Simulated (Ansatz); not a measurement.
Given:

```
ZnO
1.0
    3.16554     0.00000     0.00000
   -1.58277     2.74144     0.00000
    0.00000     0.00000     5.31717
Zn O
2 2
Direct
  0.33333   0.66667   0.00318
  0.66667   0.33333   0.50318
  0.33333   0.66667   0.37182
  0.66667   0.33333   0.87182
```

Computed with PBE with spin-orbit coupling, rigid bands (plane waves, PAW; Ansatz, a quantum-chemistry and plane-wave program). Condition of this run: biaxial stress in the c plane of 4.4 GPa (compression positive) (the target of the relaxation). How the cell was made: cell and atoms relaxed with PBEsol, then loaded as said.

Q: Predict the electron conductivity mass (n e² τ/σ) at 300 K, by direction if it differs.

A: 0.170 (x), 0.170 (y), 0.160 (z) mₑ.

Q: Predict the hole conductivity mass (n e² τ/σ) at 300 K, by direction if it differs.

A: 1.91 (x), 1.91 (y), 2.6 (z) mₑ.

Q: And the band gap?

A: 0.76 eV at this level; semilocal functionals usually fall short of the measured gap.

Rigid bands, one relaxation time for all states, no polarons. Geometry: cell and atoms relaxed with PBEsol.
